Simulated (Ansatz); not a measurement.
Here is the system:

```xyz
2
Lattice="-0.0011 2.8358 2.8712 2.8403 0.0249 2.8451 2.8332 2.8027 0.0320" Properties=species:S:1:pos:R:3 pbc="T T T"
As     4.2624     4.2484     4.3100
Ga    -0.0081    -0.0009     0.0012
```

No spin polarisation.

All numbers come from PBEsol, PAW, 420 eV (Ansatz, an electronic-structure program; no spin-orbit coupling), earlier PAW set. Γ-centred 10×10×10 mesh, Fermi–Dirac width 0.05 eV.

Question: Estimate the band gap.

Answer: 0.32 eV.

Question: What pressure (mean of the normal stresses, compression positive) does the calculation give?

Answer: 0.09 GPa.

Question: What is the computed gap character?

Answer: Direct at Γ.

The cells carry an imposed strain or load. Stability against distortions was not tested. The cell was made from GaAs in the zinc blende structure (space group F-43m, No. 216) by this change: strain tensor (xx, yy, zz, yz, xz, xy) = (+0.27, −0.81, +0.44, +1.03, +0.11, −0.15) %.
